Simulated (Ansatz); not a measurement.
B (model structure, started from the bcc type, Im-3m, No. 229, 1 atom in the cell) was calculated with LDA (PAW; Ansatz, an electronic-structure program).

Numerical settings: plane-wave cutoff 520 eV, 34×34×34 k mesh, Fermi–Dirac smearing 0.05 eV, scalar-relativistic PAW data made under PBE.

Cell (relaxed at this level):

B is taken in the cubic space group Im-3m (No. 229), the bcc (W type) structure, Pearson symbol cI2. Conventional cell: a = 2.280 Å, b = 2.280 Å, c = 2.280 Å, α = 90.00°, β = 90.00°, γ = 90.00°. B on 2a has 8 B at 1.975 Å (cubic). (Neighbours: up to the widest gap in distance over summed covalent radii, below 1.35, at either atom.)
(The calculation used a cell of 1 atom; values per cell refer to that cell.)

**Question.** What does this level give for the bulk modulus?

**Answer.** 
* **bulk modulus**: 254 GPa

The run finds no gap.

Note: the bulk modulus is −V dP/dV from two relaxed cells at ±2 % in volume; the relaxation could raise the start's symmetry but not lower it, so the cell can be a saddle point.

The result took roughly 21 core-seconds.

A model structure was made by putting elements into a prototype or built by hand; it is no filed structure, need not be a known phase, and can be a saddle point held by its symmetry.
